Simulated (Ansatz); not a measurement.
# CH3 on the 1x1 (0001) surface of hcp Zr, one in a 2x2 cell, started at the site 'hollow Zr-Zr-Zr'

Computed with r2SCAN, at the PBE geometry (plane waves to 500 eV, PAW; Ansatz, a first-principles code).

Model: 20-atom slab, 7.6 Å thick at the start under the adsorbate (thin: gaps and levels are the slab's own), 5x5x1 mesh, Fermi-Dirac 0.1 eV, dipole correction, single point; on the structure that PBE left under its start's symmetry; no spin, no spin-orbit, no U, no dispersion correction. At the end it is bonded to 3 Zr. In PBE this state lies 0.06 eV over the lowest of the starts that converged ('hollow Zr-Zr-Zr over Zr at depth 2.4 Å').

- adsorption energy against CH4(g) − ½ H2(g) at the same level = -0.42 eV
- work function of the top face = 3.61 eV
- change of the work function = -0.63 eV
- change of the step from the bottom to the top vacuum level, against the clean slab = -0.62 eV
- height of the binding atom over the mean of the host atoms within 0.3 Å of the top one = 175.6 pm
- nearest host atoms of the binding atom = Zr at 2.56 Å, Zr at 2.56 Å, Zr at 2.56 Å
- cost = around 2.1 core-minutes (rough)

A negative adsorption energy means that the adsorbate is more stable on the surface than in its reference.
